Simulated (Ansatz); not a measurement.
Base system: TaN (space group Pm-3m, No. 221; a = 4.213 Å; a hypothetical phase, not in the database extracts checked). Axes: x, y, z lie along the cube axes.

Level of theory: plane-wave PAW DFT at the PBEsol level (Ansatz, a quantum-chemistry and plane-wave program, 420 eV), no spin-orbit coupling.

Strains are applied to the cell and any free atomic positions relax; under biaxial strain the out-of-plane vector relaxes too; under stress the whole cell relaxes.

One change was made to it. Results:

| quantity | base | after |
|---|---|---|
| energy relative to the base (free energy F) | 0 meV/atom | 0.0 meV/atom |
| shortest interatomic distance | 2.107 Å | 2.105 Å |
| band gap | zero | zero |

Problem. Which of these changes matches the shifts?
A. uniaxial strain ε_zz = −1.00 %
B. biaxial strain −4.73 %, plane normal [110], relaxed out of plane
C. uniaxial stress, 0.5 GPa tension along x

Solution. C, uniaxial stress, 0.5 GPa tension along x. For comparison, the energy relative to the base in the other runs: uniaxial strain ε_zz = −1.00 % gives +1.8 meV/atom; biaxial strain −4.73 %, plane normal [110], relaxed out of plane gives +77 meV/atom.

Without a gap, meshes like the base's 11×11×11 leave anisotropic stresses uncertain by several tenths of a GPa, and small strain energies with them. Beyond what the load breaks, stability against distortions was not tested. The final runs are not spin-polarised.
